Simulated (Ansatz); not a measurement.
The starting structures come from a database of crystals and need not be the phases stable at ambient conditions.

Input:

```
LiF2H
1.0
    2.99551     0.00000     0.00000
   -1.49776     2.59419     0.00000
    1.49776     0.86473     4.39871
Li H F
1 1 2
Direct
  0.00000   0.00000   0.00000
  0.00000   0.50000   0.50000
  0.17318   0.58659   0.24024
  0.82682   0.41341   0.75976
```

Space group of this cell: R-3m. The cell was relaxed by PBE-D3(BJ); by r2SCAN its mean pressure is -1.9 GPa.

Transport runs along the normal of the first two printed cell vectors, the (001) plane of the conventional cell.

No gap correction and no spin-orbit coupling; mid-gap values are interpolated between computed energies.

Q: Estimate the band gap and the smallest decay constant κ at mid-gap that r2SCAN (Ansatz, a quantum-chemistry and plane-wave program) returns for this system.

A: Gap 9.00 eV on a 12×12×12 mesh; κ = 0.572 1/Å, at the zone centre.
